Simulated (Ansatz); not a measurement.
The starting structures come from a database of crystals and need not be the phases stable at ambient conditions.

Tunnelling through a barrier is set by its complex band structure: the current falls as exp(−2κd) with the smallest κ.

Given:

```
CELL_PARAMETERS angstrom
      5.11818     0.00000     0.00000
     -2.55909     4.43247     0.00000
      0.00000     0.00000     5.25814
ATOMIC_POSITIONS crystal
  K  0.66667 0.33333 0.72020
  K  0.33333 0.66667 0.27980
  Pd 0.00000 0.00000 0.00000
  C  0.00000 0.00000 0.62020
  C  0.00000 0.00000 0.37980
```

Space group of this cell: P-3m1. The cell is taken as given.

Transport runs along the normal of the first two printed cell vectors, the (001) plane of the conventional cell.

No gap correction and no spin-orbit coupling; mid-gap values are interpolated between computed energies.

Task: Give the band gap and the smallest decay constant κ at mid-gap that r2SCAN (Ansatz, a program for electronic structure) yields.

Result: Gap 1.57 eV on a 12×12×6 mesh; κ = 0.142 1/Å, at (0.500, 0.000) of the in-plane reciprocal vectors. At the zone centre, at the nearest computed energy, the slowest state has κ = 0.19 1/Å.
